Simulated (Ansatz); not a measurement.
Consider interstitial N in hcp Ru, neutral cell. The step: N moves alone to another site; the atom moves 1.62 Å along (0.33, 0.66, -0.10) of the unit cell; the moving atom starts with neighbours 6 Ru at 2.01 Å and ends with Ru at 1.84, 3 Ru at 1.88 Å. DFT values are from Ansatz (plane-wave PAW, 420 eV unless said) in a cell of 36 host sites, spin-restricted, static, with no finite-size correction. Sites that were not tried may lie lower. For the PBE band: the saddle point's order was not checked, and it lies on a symmetry element of the cell, where a band can be held.

```json
[
 {"Level": "CHGNet universal potential (has no charge state), its own band", "Forward barrier (eV)": "0.90", "Cost of the band or of the saddle's single point": "-"},
 {"Level": "PBE, a 3×3×3 k-point mesh shifted by half a step along c, band relaxed", "Forward barrier (eV)": "1.06", "Cost of the band or of the saddle's single point": "very roughly 2.0 core-hours"},
 {"Level": "PBE, a 4×4×4 k-point mesh shifted by half a step along c, same geometries", "Forward barrier (eV)": "1.13", "Cost of the band or of the saddle's single point": "roughly 8 core-minutes"},
 {"Level": "r2SCAN at 500 eV, a 3×3×3 k-point mesh shifted by half a step along c, same geometries", "Forward barrier (eV)": "[?]", "Cost of the band or of the saddle's single point": "around 11 core-minutes (rough)"}
]
```

Question: Fill in the missing entries.

Answer: 
- r2SCAN at 500 eV, a 3×3×3 k-point mesh shifted by half a step along c, same geometries, Forward barrier (eV): 1.01

Ansatz is an electronic-structure program.
